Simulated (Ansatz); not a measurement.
This concerns the energy of the reaction as written. Reaction: 2 Si (diamond) + Cl2 (gas) → cell A. A negative value means that the right-hand side lies lower.

Cell A: a slab of composition Si2Cl2 built on Si (diamond, Fd-3m) (111), with 2 atoms on that crystal's sites, 4 atoms, hexagonal cell of 3.87 Å (13.0 Å²), symmetry P-3m1, 4.9 Å thick under 16 Å of vacuum, in-plane vectors held at the crystal's; planes from bottom to top: Cl | Si × 2 | Cl; foreign atoms: two times Cl bound to 1 Si at 2.08 Å; spin state with PBE: run without spin, k-point mesh 9×9×1.
```yaml
crystal:
  lattice:
    - [3.86787, 0.00000, 0.00000]
    - [-1.93393, 3.34967, 0.00000]
    - [0.00000, 0.00000, 20.88730]
  atoms:
    - { symbol: Si, position: [0.33333, 0.66667, 0.48205] }
    - { symbol: Si, position: [0.66667, 0.33333, 0.51795] }
    - { symbol: Cl, position: [0.33333, 0.66667, 0.38262] }
    - { symbol: Cl, position: [0.66667, 0.33333, 0.61738] }
```

Reference: Si (diamond, Fd-3m), 2 atoms in the cell, a perfect crystal on lattice vectors that match the other cells', k-point mesh 9×9×9 on the run's own vectors.

Reference: an isolated Cl2 molecule (singlet) in a box of 11 × 11 × 14 Å.

Computed with Ansatz (plane waves, PAW), its default PAW set, cutoff 420 eV, 500 eV for r2SCAN. The structures are at rest with PBE, within the held lattices; other levels are single points on them. HSE06 runs on coarser k-point meshes, mended by the PBE difference between the two meshes. Neutral cells; Fermi-Dirac smearing of at most 0.05 eV in the solids, energies taken to zero width. The lattices are those relaxed with PBE or held as stated, so at other levels the solids can be strained, which adds to the spread. A dispersion term (D3(BJ), or D4 for r2SCAN) was computed beside these levels and is taken off wherever the name lacks it. Static lattices, no vibrational contributions. Values are for these cell sizes. Cell A has symmetry P-3m1 and got no random move, so less symmetric positions, which may lie lower, weren't tried.

Give the value at the level HSE06.

-2.92 eV, for 2 Si (diamond) + Cl2 (gas) → cell A.

List the value at the remaining levels and say how far they part.


```json
[
 {"Level": "PBE", "value (eV)": "-2.79", "less HSE06": "0.13"},
 {"Level": "r2SCAN", "value (eV)": "-3.12", "less HSE06": "-0.20"}
]
```

The levels span 0.33 eV, from r2SCAN (-3.12) to PBE (-2.79).

Ansatz is a quantum-chemistry and plane-wave program.
